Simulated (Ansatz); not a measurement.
Relaxation of the outer planes of the (010) surface of MnP-type NiSi in its 1x1 cell (cut with top plane 2 Ni + 2 Si, bottom plane 2 Ni + 2 Si), outermost plane spacing 1.68 Å in the ideal cut.

Level of theory: PBE (plane waves to 420 eV, PAW; Ansatz, a program for electronic structure).

Model: 60-atom slab, Ni30Si30, 23.5 Å thick at the start, 7x7x1 mesh, Fermi-Dirac 0.1 eV, dipole correction, all atoms relaxed; symmetry of the start imposed; no spin (magnetic order not tried), no spin-orbit, no U.

| plane | atoms | bulk spacing to the next (Å) | relaxed spacing (Å) | change (%) | rumpling (Å) |
|---|---|---|---|---|---|
| 1 | 2 Si + 2 Ni | 1.682 | … | … | … |
| 2 | 2 Si + 2 Ni | 1.682 | 1.685 | 0.2 | 0.01 |

Q: Some entries are withheld; supply them.

A: 
- 1, relaxed spacing (Å): 1.586
- 1, change (%): -5.7
- 1, rumpling (Å): 0.08 (Si outermost)
